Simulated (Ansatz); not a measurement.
Functionals compared on the (31-42) surface of hcp Mg in its 1x1 cell, outermost plane spacing 0.25 Å in the ideal cut, in Ansatz (plane waves, PAW). The structure was relaxed with PBE; the other rows are single points on it, each with its references at the same level. Cutoff 420 eV (500 eV for r2SCAN).

Set-up: 30 atoms, 10.6 Å thick at the start; mesh 5x5x1; 0.1 eV smearing; dipole correction on; all atoms relaxed; start symmetry kept, larger cells not searched; no spin, no spin-orbit, no U. These notes are the PBE run's.

```tsv
functional	surface energy (J/m²)	work function of the top face (eV)	rough cost of the single point
PBE	0.72	3.55	–
LDA	0.81	3.69	around 5 core-minutes (rough)
PBEsol	0.80	3.59	very roughly 5 core-minutes
RPBE	0.66	3.49	around 5 core-minutes (rough)
r2SCAN	0.81	3.61	roughly 9 core-minutes
```

Ansatz is a quantum-chemistry and plane-wave program.
